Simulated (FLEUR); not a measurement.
A self-consistent single point of ZrN (P6_3/mmc, 4 atoms in the cell) with FLEUR.

Computed with LDA (Perdew-Zunger), all-electron FLAPW (FLEUR), scalar-relativistic valence run with FLEUR.

The change in words: lattice scaled by 0.98. Reference geometry:
```yaml
crystal:
  lattice:
    - [3.21663, 0.00000, 0.00000]
    - [-1.60831, 2.78568, 0.00000]
    - [0.00000, 0.00000, 5.70940]
  atoms:
    - { symbol: Zr, position: [0.00000, 0.00000, 0.00000] }
    - { symbol: Zr, position: [0.00000, 0.00000, 0.50000] }
    - { symbol: N, position: [0.66667, 0.33333, 0.75000] }
    - { symbol: N, position: [0.33333, 0.66667, 0.25000] }
```

Reference input (self-consistent single point, DFT, LDA (Perdew-Zunger), all-electron FLAPW (FLEUR), scalar-relativistic valence): Kmax = 4 1/bohr; GmaxXC = 16 1/bohr; xcFunctional = pz; jspins = 1; l_soc = F; mode = hist; fermiSmearingEnergy = 0.00367493 Htr; mesh (inpgen div1-3) = 10 10 5; inpgen gamma flag = true; Gmax = 16 1/bohr; numbands = 0; maxIterBroyd = 15. This run's input differs from it in these lines:

```diff
@@ -3,6 +3,6 @@
 &input film=f /
-1.0000000000 0.0000000123 0.0000000000
--0.5000000106 0.8660253976 0.0000000000
-0.0000000000 0.0000000000 1.7749633318
-6.0785494229
+1.0000000000 0.0000000913 0.0000000000
+-0.5000000791 0.8660253581 0.0000000000
+0.0000000000 0.0000000000 1.7749635549
+5.9569776855
 1.0 1.0 1.0
@@ -46,5 +46,5 @@
          <bravaisMatrix>
-            <row-1>    6.0785494229000001     0.0000000747661579     0.0000000000000000</row-1>
-            <row-2>   -3.0392747758826237     5.2641781807982229     0.0000000000000000</row-2>
-            <row-3>    0.0000000000000000     0.0000000000000000    10.7892023361815514</row-3>
+            <row-1>    5.9569776855000001     0.0000005438720627     0.0000000000000000</row-1>
+            <row-2>   -2.9784893139469348     5.1588937332788465     0.0000000000000000</row-2>
+            <row-3>    0.0000000000000000     0.0000000000000000    10.5734182891150539</row-3>
          </bravaisMatrix>
```

Output (repeated stretches shortened):

```
 Iteration:     1   Distance:      22.83565463 me/bohr^3
 Iteration:     2   Distance:      19.10960544 me/bohr^3
 Iteration:     3   Distance:       7.36311095 me/bohr^3
 Iteration:     4   Distance:       6.96362594 me/bohr^3
 Iteration:     5   Distance:       1.07703969 me/bohr^3
   [... 6 lines left out ...]
 Iteration:    12   Distance:       0.00096136 me/bohr^3
 Iteration:    13   Distance:       0.00005097 me/bohr^3
 Iteration:    14   Distance:       0.00004096 me/bohr^3
 Iteration:    15   Distance:       0.00000282 me/bohr^3
 Run finished successfully
 Stop message:
   Structural relaxation: Done

[file out, last iteration]
             iter=     16
[...]
          total density-effective poten   -1.1830218454E+04
          total charge density-energy d   -2.3394517866E+02
 Updated energy parameters for spin:           1
[...]
 fermi energy and band-weighting factors:
    0.705136    0.716668    0.766444

[...]
FERMIE:
          first approx. to ef    (T=0)  :   0.520878 htr   (energy of the highest occ. eigenvalue)
          number of occ. states  (T=0)  :        714
          first approx. to seigv (T=0)  :  -5.723047 htr
          sum of weights of occ. states :  17.024000
          sum of semicore charge        :   0.000000 e
FERHIS:  Fermi-Energy by histogram:
          bandgap                     :   0.000566 htr
   [... lines left out ...]
          charge neutrality (T=0)     :   0.048000    (zero if the highest occ. eigenvalue is "entirely" occupied)
     EF_NEWTON:  Adjust Fermi-Energy by Newton-Method.
 Direct bandgap for spin            1 :    1.0840671300538895E-002  Htr
 ---->    free energy=                     -7299.6185061932 htr
   [... lines left out ...]
      extrapolation for T->0
 ---->    total electron energy=           -7299.6175605974 htr
 ***** TOTAL FORCES ON ATOMS *****
 TOTAL FORCE FOR ATOM TYPE=  1  X=  0.000   Y=  0.000   Z=  0.000
                       FX_TOT= 0.000000 FY_TOT= 0.000000 FZ_TOT= 0.000000
 TOTAL FORCE FOR ATOM TYPE=  2  X= -2.978   Y=  1.720   Z= -2.643
                       FX_TOT= 0.000000 FY_TOT= 0.000000 FZ_TOT= 0.000000
 Structural relaxation: Done
```

The run converged in 15 iterations. FLEUR gives forces in its relaxation mode, with a further iteration, so its stop message speaks of a relaxation. Against the reference run the free energy falls by 32.6 meV/atom.

The starting cell comes from a database of computed structures (which also holds hypothetical and non-ambient phases and stackings), without a prior relaxation at this level. For this run, on top of that: lattice scaled by 0.98. Values depend on the basis (sphere radii, cutoffs, local orbitals), which need not be converged. The log's line on a gap gives a spacing of levels on this mesh, which the program prints for metals too.

Cost on one core of a shared machine: roughly 50 s.
